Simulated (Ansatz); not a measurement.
Consider MgO in the rock salt structure (space group Fm-3m, No. 225).

```xyz
2
Lattice="0.0000 2.1071 2.1071 2.1071 0.0000 2.1071 2.1071 2.1071 0.0000" Properties=species:S:1:pos:R:3 pbc="T T T"
Mg     0.0000     0.0000     0.0000
O      2.1071     2.1071     2.1071
```

All numbers come from PBEsol (Ansatz, an electronic-structure program), no spin-orbit coupling.

One change was made to it. Results:

```csv
quantity,base,after
electron mass,0.34 mₑ (at Γ),0.35 mₑ (at Γ)
density,3.58 g/cm³,3.64 g/cm³
gap character,direct at Γ,direct at Γ
width of the top valence band,1.79 eV,1.82 eV
```

Question: Which change produced these results?
A) pressure −1 GPa
B) pressure 0.3 GPa
C) pressure 3 GPa
D) pressure 0.7 GPa
E) pressure 7.5 GPa

Answer: C, pressure 3 GPa. For comparison, the electron mass in the other runs: pressure 0.7 GPa gives 0.34 mₑ (at Γ); pressure −1 GPa gives 0.34 mₑ (at Γ); pressure 0.3 GPa gives 0.34 mₑ (at Γ); pressure 7.5 GPa gives 0.36 mₑ (at Γ).

Load acts through the strain it causes; cell and atoms are relaxed under it. Effective masses come from finite differences of ±0.01 Å⁻¹. No phonon test of stability was made. No other phases were tried under pressure. The base started in P3_121 and relaxed to Fm-3m at this level.
